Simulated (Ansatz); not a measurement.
System: GaAs (model structure, from the NiAs type, P6₃/mmc, No. 194). Method: PBE in Ansatz (plane waves, PAW).

From the output:

```
Relaxation: its limit of steps is 80 (relax.max_steps)
Crystal: 4 atoms, lattice volume = 77.602 Å³
Basis set: ecut = 520 eV, 2057 PW (Γ), exchange–correlation on 60×60×96 points (8 copies of the dense FFT grid, shifted against one another)
Bands: 34, of which v1, the nominal top of the filled ones, is band 28 counted from 1 (27 counted from 0)
Symmetry: 24 space group operations
Space group: P63/mmc (ITA 194), of the structure as read, at distance tolerance 4.3e-5 Å
k-points: 222 of 3240
Functional: x = pbe(κ = 0.804, μ = 0.2195149727645171), c = pbe(β = 0.06672455060314922)
SCF iter   1: F=—  HF=-17278.314189 eV  |F-HF|=—  |Δ(HF+E_count)|=         —  Δρ=2.17e-3  dr2=5.01e-3
SCF iter   2: F=—  HF=-17278.312439 eV  |F-HF|=—  |Δ(HF+E_count)|=   1.75e-3  Δρ=1.29e-3  dr2=1.72e-3
  ...
SCF 1 converged in 8 iterations: F = -17278.312323 eV  dr2 = 4.66e-9
Crystal: 4 atoms, lattice volume = 77.602 Å³
Initial density: handed on by an earlier stage of this run
SCF 2 converged in 5 iterations: F = -17278.312377 eV  dr2 = 6.19e-9
Crystal: 4 atoms, lattice volume = 77.602 Å³
SCF iter   5: F=—  HF=-17278.312377 eV  |F-HF|=—  |Δ(HF+E_count)|=   7.34e-9  Δρ=3.77e-7  dr2=6.71e-11
SCF iter   6: F=-17278.312377 eV  HF=-17278.312377 eV  |F-HF|=3.64e-12  |Δ(HF+E_count)|=  4.51e-10  Δρ=6.11e-8  dr2=1.86e-12
SCF 3 converged in 6 iterations: F = -17278.312377 eV  dr2 = 1.86e-12
SCF converged after 6 iterations
Free energy (F): -17278.312377 eV
Internal energy: -17278.298454 eV  (E = F + TS)
E sigma→0 (E₀):  -17278.305415 eV
Fermi energy:    10.296748 eV
--- Stress (GPa, compression-positive) ---
        1.445265       0.000000       0.000000
        0.000000       1.445265       0.000000
        0.000000       0.000000       1.439460
  P = ⅓ Tr σ = 1.4433 GPa (14.433 kbar)
```

Problem. Write an input file that produces this run.

Solution. One answer among several that fit: 
Ansatz 0.2 input:
```yaml
crystal:
  lattice:
    - [3.7436616732, 0.0000002799, 0.0]
    - [-1.871831079, 3.2421059722, 0.0]
    - [0.0, 0.0, 6.3936526573]
  atoms:
    - { symbol: Ga, position: [0.0, 0.0, 0.0] }
    - { symbol: Ga, position: [0.0, 0.0, 0.5] }
    - { symbol: As, position: [0.3333333333, 0.6666666667, 0.25] }
    - { symbol: As, position: [0.6666666667, 0.3333333333, 0.75] }
basis:
  ecutwfc: 520
  ecutrho_ratio: 4
  xc_grid: 2
kpoints:
  mp_grid: { grid: [18, 18, 10] }
hamiltonian:
  xc: pbe
  dispersion: none
  pseudopotentials: { kind: paw }
scf:
  occupations: { method: fermi_dirac, width: 0.05 }
output:
  forces: true
  stress: true
  eigenvalues: true
relax:
  f_tol: 0.004
  escape_saddle: false
  max_steps: 80
  cell: { stress_tol: 0.02, fix: [volume] }
```

The cell is one volume of an energy–volume scan, off the minimum.

Note: the cell keeps the symmetry of its start, so it can be a saddle point.

A model structure was made by putting elements into a prototype or built by hand; it is no filed structure, need not be a known phase, and can be a saddle point held by its symmetry.

Ansatz is an electronic-structure program.
